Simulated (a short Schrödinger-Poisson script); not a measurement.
Structure: MOS inversion layer, SiO2 on p-type GaAs, at 300 K.

```csv
layer,material,thickness (nm),Na (cm⁻³)
1,SiO2,0.9,-
2,GaAs,340,2.1e18
```

Constants are typed, rounded textbook-type inputs, not results; the design itself was drawn at random and stands for no fabricated device. SiO2: permittivity 3.9, conduction-band edge (eV) 3.17, gap (eV) 9, electron mass (mₑ) 0.5. GaAs: permittivity 12.9, conduction-band edge (eV) 0, gap (eV) 1.424, Nv at 300 K (cm⁻³) 9e18.

Channel valleys (confinement mass, in-plane density-of-states mass, number): Γ 0.067, 0.067, 1. At the gate the conduction-band edge of layer 1 lies 3.67 eV − eVg above the Fermi level of the channel; the field vanishes at the back. Gaps are held at their typed values at every temperature. Mesh 0.03 nm at interfaces.

Solved with a short Schrödinger-Poisson script written for these runs: 1D Poisson equation in equilibrium, electrons classical, Fermi-Dirac, parabolic valleys, classical holes, full ionisation, no traps, pinning or gate leakage.

The same stack at other levels of the model or other numerical settings:

| run | sheet density of all electrons at Vg = 1.45 V (cm⁻²) | capacitance at Vg = 1.45 V (μF/cm²) | centroid of the channel electrons at Vg = 1.45 V (nm) | gate voltage at 1e11 electrons/cm² (V) | rough cost against the base |
|---|---|---|---|---|---|
| base | 3.98e12 | 1.63 | 1.20 | 0.86 | about 1 |
| electrons treated as classical, Boltzmann | 1.13e13 | 3.54 | 0.22 | 0.83 | 0.2 |
| electrons treated as quantum, Hartree | 3.51e12 | 1.75 | 1.81 | 1.06 | 3 |
| electrons treated as quantum, Hartree plus LDA exchange-correlation | 3.80e12 | 1.80 | 1.79 | 1.05 | 5 |
| mesh six times as coarse | 3.87e12 | 1.61 | 1.27 | 0.87 | 0.3 |

The classical rows ignore confinement, and Boltzmann statistics overrate the density once the band edge passes the Fermi level.

Above a few 1e12 electrons/cm² a light Γ valley is non-parabolic and upper valleys begin to fill, which the model leaves out.
